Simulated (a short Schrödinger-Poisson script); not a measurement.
System: gated Al0.33Ga0.67As/GaAs modulation-doped gas, at 300 K.

| layer | material | thickness (nm) | Nd (cm⁻³) | Na (cm⁻³) |
|---|---|---|---|---|
| 1 | Al0.33Ga0.67As | 20 | - | - |
| 2 | Al0.33Ga0.67As | 20 | 6.5e17 | - |
| 3 | Al0.33Ga0.67As | 40 | - | - |
| 4 | GaAs | 6000 | - | 2e14 |

The device is made up for the run: typed textbook-type constants, with dimensions and the other settings drawn at random. Al0.33Ga0.67As: permittivity 11.96, conduction-band edge (eV) 0.261, gap (eV) 1.836, electron mass (mₑ) 0.0944, Nv at 300 K (cm⁻³) 9e18. GaAs: permittivity 12.9, conduction-band edge (eV) 0, gap (eV) 1.424, Nv at 300 K (cm⁻³) 9e18.

Channel valleys (confinement mass, in-plane density-of-states mass, number): Γ 0.067, 0.067, 1. At the gate the conduction-band edge of layer 1 lies 1.01 eV − eVg above the Fermi level of the channel; the field vanishes at the back. Donor level 0.02 eV below the band edge. The barrier under the gate holds no holes. Gaps are held at their typed values at every temperature. Mesh 0.08 nm at interfaces.

From a short Schrödinger-Poisson script (our own, NumPy): 1D Poisson equation in equilibrium, electrons quantum, Hartree (BenDaniel-Duke, 40 states a valley, the channel's in-plane mass for all, wave functions free to enter the barrier), parabolic valleys, classical holes, donors ionised by Fermi statistics, acceptors fully, no traps, pinning or gate leakage.

The same stack at other levels of the model or other numerical settings:

```tsv
run	sheet density of all electrons at Vg = 0.5 V (cm⁻²)	capacitance at Vg = 0.5 V (μF/cm²)	centroid of the channel electrons at Vg = 0.5 V (nm)	gate voltage at 1e11 electrons/cm² (V)	rough cost against the base
base	2.24e11	0.204	21.67	0.30	about 1
electrons treated as classical, Boltzmann	2.35e11	0.204	18.89	0.29	0.03
electrons treated as classical, Fermi-Dirac	2.33e11	0.205	19.38	0.29	0.1
electrons treated as quantum, Hartree plus LDA exchange-correlation	2.29e11	0.203	20.90	0.30	1
mesh six times as coarse	2.24e11	0.204	22.01	0.30	0.2
one subband a valley	1.97e11	0.204	12.76	0.33	0.3
```

The classical rows ignore confinement, and Boltzmann statistics overrate the density once the band edge passes the Fermi level.
